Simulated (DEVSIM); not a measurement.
Structure: Si p-i-n diode, at 250 K.

```
layer (left to right)  material  thickness (μm)  Nd (cm⁻³)  Na (cm⁻³)  τn (s)  τp (s)
---------------------  --------  --------------  ---------  ---------  ------  ------
1                            Si            1.40          -     6.8e18  2.7e-7  2.7e-7
2                            Si            44.0     6.1e11          -  2.7e-7  2.7e-7
3                            Si            2.10     2.1e18          -  2.7e-7  2.7e-7
```

Left contact: ohmic. Right contact: ohmic. Voltage is applied to the left contact. Recombination: SRH at mid-gap, radiative, Auger. Mobility is μmin + (μ − μmin)/(1 + (N/Nref)^α).

Constants are typed, rounded textbook-type inputs, not results; the design itself was drawn at random and stands for no fabricated device. Values at 300 K; Nc and Nv go as T^1.5, mobilities as T to minus their exponent, the gap by Varshni's rule with the affinity fixed.

| parameter | Si |
|---|---|
| gap (eV) | 1.124 |
| affinity (eV) | 4.05 |
| permittivity | 11.7 |
| Nc (cm⁻³) | 2.86e19 |
| Nv (cm⁻³) | 3.1e19 |
| μn (cm²/Vs) | 1417 |
| μp (cm²/Vs) | 470 |
| μn,min | 52 |
| μp,min | 45 |
| Nref,n | 9.7e16 |
| Nref,p | 2.2e17 |
| αn | 0.68 |
| αp | 0.72 |
| T exponent of μn | 2.3 |
| T exponent of μp | 2.2 |
| B (cm³/s) | 4.7e-15 |
| Cn (cm⁶/s) | 2.8e-31 |
| Cp (cm⁶/s) | 9.9e-32 |
| Varshni α (eV/K) | 0.000473 |
| Varshni β (K) | 636 |

Model (solved in DEVSIM): 1D drift-diffusion, Boltzmann statistics, complete ionisation; no tunnelling, impact ionisation, image-force lowering or self-heating.

Base results: potential step across the device at zero bias (V) 1.059; dark forward voltage at 1 A/cm² (V) 0.713; dark forward voltage at 100 A/cm² (V) 0.909.

**Question.** What follows from this one change: temperature 250 → 300 K?

**Answer.** potential step across the device at zero bias 1.059 → 1.017 V; dark forward voltage at 1 A/cm² 0.713 → 0.608 V; dark forward voltage at 100 A/cm² 0.909 → 0.844 V.

**Question.** What follows from this one change: constant mobility in place of the doping-dependent one?

**Answer.** potential step across the device at zero bias little changed (1.059 V); dark forward voltage at 1 A/cm² little changed (0.713 V); dark forward voltage at 100 A/cm² 0.909 → 0.899 V.
